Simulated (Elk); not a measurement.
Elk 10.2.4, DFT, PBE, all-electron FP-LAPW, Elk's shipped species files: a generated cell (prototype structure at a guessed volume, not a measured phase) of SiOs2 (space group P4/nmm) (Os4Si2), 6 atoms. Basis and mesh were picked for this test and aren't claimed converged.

```yaml
cell: 3.98, 3.98, 6.07 Å; 90, 90, 90°
task: ground state
xctype: 20
swidth: 0.001 Hartree
k mesh (ngridk): 5×5×3
maxscl: 100
rgkmax: 7 (default)
empty states an atom (nempty): 4 (default)
epspot (Hartree): 1e-06 (default)
epsengy (Hartree): 0.0001 (default)
k-points after symmetry: 12
largest_matrix_size: 441
valence_states: 88
```

Settings of this run: mixtype = 3, mixsdb = 5, broydpm = [0.4, 0.15], tefvit = true; 4 threads, 1 BLAS thread.

| loop | total energy (Hartree) | RMS change in potential |
|---|---|---|
| 1 | -67399.9055716 | - |
| 2 | -69642.4689619 | 0.3799040317 |
| 3 | -69721.8323590 | 0.2497268798 |
| 4 | -69802.3357267 | 0.8465538907 |
| 5 | -69778.0503451 | 0.4110396419 |
| 6 | -69725.2213198 | 0.1498375569 |
| 7 | -69732.7535550 | 0.9283309540E-01 |
| 8 | -69720.7664243 | 0.1123401552 |
| 9 | -69717.1511953 | 0.1109949157 |
| 10 | -69710.5117873 | 0.4198136317E-02 |
| 11 | -69709.0364274 | 0.1407992068E-02 |
| 12 | -69708.8909184 | 0.7062413665E-03 |
| 13 | -69708.3774065 | 0.5088701744E-03 |
| 14 | -69708.6434482 | 0.7281479191E-03 |
| … | … | … |
| 51 | -69708.4384749 | 0.9593250458E-04 |
| 52 | -69708.4401026 | 0.9896646959E-04 |
| 53 | -69708.4399397 | 0.9455263424E-04 |
| 54 | -69708.4406206 | 0.9708414677E-04 |
| 55 | -69708.4425107 | 0.1019563505E-03 |
| 56 | -69708.4248723 | 0.8966926318E-04 |
| 57 | -69708.4213436 | 0.1325207456E-03 |
| 58 | -69708.4331541 | 0.1523605936E-03 |
| … | … | … |
| 93 | -69708.4145143 | 0.2911273084E-04 |
| 94 | -69708.4177154 | 0.3650320849E-04 |
| 95 | -69708.4229765 | 0.5260763911E-04 |
| 96 | -69708.4229118 | 0.4985601668E-04 |
| 97 | -69708.4257303 | 0.5731843745E-04 |
| 98 | -69708.4343723 | 0.8167220941E-04 |
| 99 | -69708.4252549 | 0.5383363959E-04 |
| 100 | -69708.4143535 | - |

The run ended without self-consistency in 100 loops.

### Question
What should be changed so that self-consistency is reached?

### Answer
One answer among several that fit: tefvit = false (default) (18 self-consistent loops), all else kept. Counts are of single runs.
